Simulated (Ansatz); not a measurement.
We consider SrTaO3 (Pm-3m, No. 221, 5 atoms in the cell; start mp-1186755), described by PBEsol (PAW; Ansatz, a first-principles code).

Numerical settings: plane-wave cutoff 520 eV, 14×14×14 k mesh, Fermi–Dirac smearing 0.05 eV, scalar-relativistic PAW data made under PBE.

Cell (relaxed at this level):

```xyz
5
Lattice="4.0177 0.0000 0.0000 0.0000 4.0177 0.0000 0.0000 0.0000 4.0177" Properties=species:S:1:pos:R:3 pbc="T T T"
Sr     0.0000     0.0000     0.0000
Ta     2.0088     2.0088     2.0088
O      2.0088     2.0088     0.0000
O      0.0000     2.0088     2.0088
O      2.0088     0.0000     2.0088
```

### Question
Estimate the bulk modulus that the calculation returns.

### Answer

* **bulk modulus**: 198 GPa

The run finds no gap.

Note: the bulk modulus is −V dP/dV from two relaxed cells at ±2 % in volume; the relaxation could not lower the start's symmetry, so the cell can be a saddle point above a distorted one.

Spin–orbit coupling is not included; it can open a gap where bands touch, and shift volumes and moduli.

The computed numbers hold no vibrational or temperature effects.

A start named mp-… is a Materials Project structure, which need not be a measured phase.
